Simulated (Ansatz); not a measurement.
Zinc-blende CaO (model structure), treated with LDA in Ansatz (PAW).

Run with plane-wave cutoff 500 eV, 14×14×14 k mesh, Fermi–Dirac smearing 0.05 eV, scalar-relativistic PAW data made under PBE.

Cell (relaxed at this level):

```
CaO
1.0
    0.00000     2.55819     2.55819
    2.55819     0.00000     2.55819
    2.55819     2.55819     0.00000
Ca O
1 1
Cartesian
  0.00000   0.00000   0.00000
  1.27910   1.27910   1.27910
```

Q: Estimate the band gap that the calculation returns.

A: 
- band gap = 3.32 eV (on the SCF k mesh)

Note: the relaxation could raise the start's symmetry but not lower it, so the cell can be a saddle point.

Computed values are for the static lattice.

Cost on a shared machine: roughly 24 core-seconds.

A model structure was made by putting elements into a prototype or built by hand; it is no filed structure, need not be a known phase, and can be a saddle point held by its symmetry.

Ansatz is an electronic-structure program.
